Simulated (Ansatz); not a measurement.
ScAlMgO4 (R3m, No. 160, 7 atoms in the cell; start mp-1221961), treated with r²SCAN (Ansatz, an electronic-structure program, PAW).

Settings: plane-wave cutoff 560 eV, 12×12×12 k mesh, Fermi–Dirac smearing 0.01 eV, scalar-relativistic PAW data made under PBE.

Cell (relaxed with PBEsol):

```cif
data_Al3Mg3O12Sc3
_chemical_formula_sum 'Mg3 Sc3 Al3 O12'
_space_group_name_H-M_alt 'R3m :H'
_space_group_IT_number 160
_space_group_name_Hall 'R 3 -2"'
_cell_length_a 3.23952
_cell_length_b 3.23952
_cell_length_c 24.82643
_cell_angle_alpha 90.000
_cell_angle_beta 90.000
_cell_angle_gamma 120.000
loop_
_atom_site_label
_atom_site_type_symbol
_atom_site_symmetry_multiplicity
_atom_site_Wyckoff_symbol
_atom_site_fract_x
_atom_site_fract_y
_atom_site_fract_z
_atom_site_occupancy
Mg1 Mg 3 a 0.00000 0.00000 0.78262 1
Sc1 Sc 3 a 0.00000 0.00000 0.99533 1
Al1 Al 3 a 0.00000 0.00000 0.21337 1
O1 O 3 a 0.00000 0.00000 0.87942 1
O2 O 3 a 0.00000 0.00000 0.13811 1
O3 O 3 a 0.00000 0.00000 0.70286 1
O4 O 3 a 0.00000 0.00000 0.28800 1
```
(The calculation used a cell of 7 atoms; values per cell refer to that cell.)

Problem. Give the computed band gap and smallest direct gap on the k points sampled.

Solution. 
band gap: 5.08 eV (indirect)
smallest direct gap on the k points sampled: 5.12 eV

Note: cell and atoms aren't relaxed at this level (largest force component 0.21 eV/Å).

Static lattice: no zero-point or thermal effects.

A start named mp-… is a Materials Project structure, which need not be a measured phase.
